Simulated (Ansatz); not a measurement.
The parent structure is W in the bcc (W type) structure (space group Im-3m, No. 229; a = 3.184 Å).

All numbers come from plane-wave PAW DFT at the PBE level (Ansatz, a program for electronic structure, 420 eV), no SOC, earlier PAW set.

Base values:

- Lattice parameter a = 318.4 pm
- Band gap = zero

The change: a hydrostatic pressure of 15 GPa.

How does this affect the lattice parameter a and band gap?

The lattice parameter a drops by 4.7 pm, from 318.4 pm to 313.7 pm; the band gap remains zero.

Load acts through the strain it causes; cell and atoms are relaxed under it. No phonon test of stability was made. Competing high-pressure phases were not computed. All final runs are without spin polarisation.
